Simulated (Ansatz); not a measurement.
Response to strain in Cs

Consider Cs in the bcc (W type) structure (space group Im-3m, No. 229; a = 6.007 Å; relaxed with 0.1 eV smearing).

Strains are applied to the cell and any free atomic positions relax.

All numbers come from PBEsol/PAW in Ansatz (a quantum-chemistry and plane-wave program), spin-orbit coupling left out.

Candidates:
(a) isotropic strain +2.50 %
(b) isotropic strain −3.00 %
(c) isotropic strain +3.00 %
(d) isotropic strain −1.50 %

Notes on the quantities. energy relative to the base: free energy F.

**Question.** Order them by energy relative to the base, highest first.

**Answer.** (b) isotropic strain −3.00 % (+6.1 meV/atom), (c) isotropic strain +3.00 % (+5.2 meV/atom), (a) isotropic strain +2.50 % (+3.6 meV/atom), (d) isotropic strain −1.50 % (+1.5 meV/atom)

Stability against distortions was not tested. All final runs are without spin polarisation.
